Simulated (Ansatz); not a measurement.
Question: Name crystals whose electron conductivity mass lies between 0.2 and 0.32 mₑ and whose band gap lies between 0.32 and 0.5 eV, by PBEsol, rigid bands run with Ansatz (a program for electronic structure).

Answer: Many crystals can fit; among those computed here:
- Si (Fd-3m): 0.28 mₑ, 0.46 eV
- SrGaGeH (P3m1): 0.25 mₑ, 0.40 eV

Masses are for dilute carriers at 300 K, harmonic means over directions unless an axis is named. Spin-orbit coupling is left out.

Formula and space group known from diffraction (Crystallography Open Database), not checked to be the room-temperature form: SrGaGeH (P3m1).
